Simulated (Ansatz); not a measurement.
Band structure of ScRu3C (Pm-3m, 5 atoms in the cell).

```
CELL_PARAMETERS angstrom
      4.06131     0.00000     0.00000
      0.00000     4.06131     0.00000
      0.00000     0.00000     4.06131
ATOMIC_POSITIONS crystal
  Sc 0.00000 0.00000 0.00000
  Ru 0.00000 0.50000 0.50000
  Ru 0.50000 0.00000 0.50000
  Ru 0.50000 0.50000 0.00000
  C  0.50000 0.50000 0.50000
```

Method: PBEsol, PAW files made with PBE (plane waves; Ansatz, a quantum-chemistry and plane-wave program).

Settings: kpoints.mp_grid.grid = 7 7 7; hamiltonian.xc = pbesol; hamiltonian.pseudopotentials = {kind: paw} (the program's default PAW files); scf.occupations.method = fermi_dirac; scf.occupations.width = 0.1 eV; kpoints.band_path.npoints = 8.

The starting cell comes from a database of computed structures (which also holds hypothetical and non-ambient phases and stackings), without a prior relaxation at this level. Spin polarisation is off.

Levels in eV from the Fermi level, bands 28 to 35:
```tsv
point	28	29	30	31	32	33	34	35
Γ	-1.21	-1.21	-0.48	-0.48	1.41	1.47	1.47	1.47
X	-1.10	-0.58	-0.51	-0.51	0.06	1.48	1.77	1.77
M	-1.97	-1.67	-0.81	-0.46	-0.18	0.04	2.51	2.51
R	-0.54	-0.54	1.07	1.07	1.07	1.23	1.23	1.23
```

Bands cross the Fermi level along this path, so the cell is metallic at this level.

Keys are those of Ansatz 0.2.
